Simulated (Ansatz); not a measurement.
Bond-angle distributions (per cent of the angles at each element, bins of 10°) of a relaxed model of amorphous In₂₄O₃₈Ti at 6.46 g/cm³. Method: PBE, scalar-relativistic without spin-orbit coupling (plane waves to 420 eV, PAW; Ansatz, a program for electronic structure).

Preparation: random packing, a CHGNet melt and quench, and a DFT relaxation. O atoms were pushed apart under 1.9 Å during the dynamics, to hinder bonds among them. The hot cell started wider than the set density and was brought back towards it in steps. It is the lowest in DFT energy of 2 quenches. It is a model cell: composition and starting density were chosen by hand, and all elements were melted together. No dispersion term was used. Its density started from a set value of 6.37 and ended at 6.46 g/cm³. The quench (nominally 330 K/ps over its main leg) was far faster than any real one, so the model tends to hold more defects than a real film. Values belong to this one cell and scatter from quench to quench. The volume was free in the relaxation, at fixed shape. Stress components on the final sampling reach 1.8 GPa.

Cut-offs for bonds: In-In 3.12 Å, In-O 2.76 Å, In-Ti 3.12 Å, O-O 1.58 Å, O-Ti 2.49 Å, Ti-Ti 3.12 Å. Two cations that share two anions don't count as bonded, nor two that share one unless they lie closer than In-In 3.04 Å, In-Ti 3.04 Å, Ti-Ti 3.04 Å.

```
angle (°)  at In  at O
---------  -----  ----
50-60          0     0
60-70          1     0
70-80         20     0
80-90         22     9
90-100        15    31
100-110       10    16
110-120        7    17
120-130        3    15
130-140        4     6
140-150        4     5
150-160        6     2
160-170        5     1
170-180        2     0
```

They go with these counts of neighbours within the cut-offs, cation contacts included: In mean 5.6, most often 6; O mean 3.7, most often 4.
